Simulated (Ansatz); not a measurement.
SrHfN2 (R-3m, No. 166, 4 atoms in the cell; start mp-9383), treated with LDA (plane waves, PAW; Ansatz, an electronic-structure program).

Settings: plane-wave cutoff 520 eV, 12×12×12 k mesh, Fermi–Dirac smearing 0.01 eV, scalar-relativistic PAW data made under PBE.

Cell (relaxed at this level):

```
HfSrN2
1.0
    1.64541     0.94998     5.81554
   -1.64541     0.94998     5.81554
    0.00000    -1.89995     5.81554
Sr Hf N
1 1 2
Direct
  0.00000   0.00000   0.00000
  0.50000   0.50000   0.50000
  0.23314   0.23314   0.23314
  0.76686   0.76686   0.76686
```

**Question.** What does this level give for the band gap, smallest direct gap on the k points sampled and direct gap at Γ?

**Answer.** 
* **band gap**: 0.08 eV
* **smallest direct gap on the k points sampled**: 0.64 eV
* **direct gap at Γ**: 2.31 eV

Spin–orbit coupling is not included; it can close the smallest gap of 0.08 eV.

It cost very roughly 40 core-seconds of CPU time.

A start named mp-… is a Materials Project structure, which need not be a measured phase.
